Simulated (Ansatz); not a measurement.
Take InAs in the zinc blende structure (space group F-43m, No. 216) as the base.

```yaml
crystal:
  lattice:
    - [0.00000, 3.01303, 3.01303]
    - [3.01303, 0.00000, 3.01303]
    - [3.01303, 3.01303, 0.00000]
  atoms:
    - { symbol: In, position: [0.00000, 0.00000, 0.00000] }
    - { symbol: As, position: [0.25000, 0.25000, 0.25000] }
```

The values are results of LDA/PAW in Ansatz (a program for electronic structure), without spin-orbit coupling, not measurements.

Strains are applied to the cell and any free atomic positions relax.

One change was made to it. Results:

```json
[
 {"quantity": "energy relative to the base (free energy F)", "base": "0 meV/atom", "after": "+32 meV/atom"},
 {"quantity": "pressure", "base": "0.0 GPa", "after": "5.5 GPa"},
 {"quantity": "band gap", "base": "zero", "after": "zero"}
]
```

### Question
Which change produced these results?
A. isotropic strain +2.00 %
B. isotropic strain +1.50 %
C. isotropic strain −2.50 %
D. isotropic strain −0.50 %
E. isotropic strain +0.50 %

### Answer
C, isotropic strain −2.50 %. For comparison, the energy relative to the base in the other runs: isotropic strain +0.50 % gives +1.1 meV/atom; isotropic strain +1.50 % gives +9.8 meV/atom; isotropic strain −0.50 % gives +1.2 meV/atom; isotropic strain +2.00 % gives +17 meV/atom.

The mesh was chosen for an insulator and is coarse for the gapless case. Whether these cells are dynamically stable was not tested. All final runs are without spin polarisation. A zero or small gap of InAs can be the functional's error rather than a property of the material.
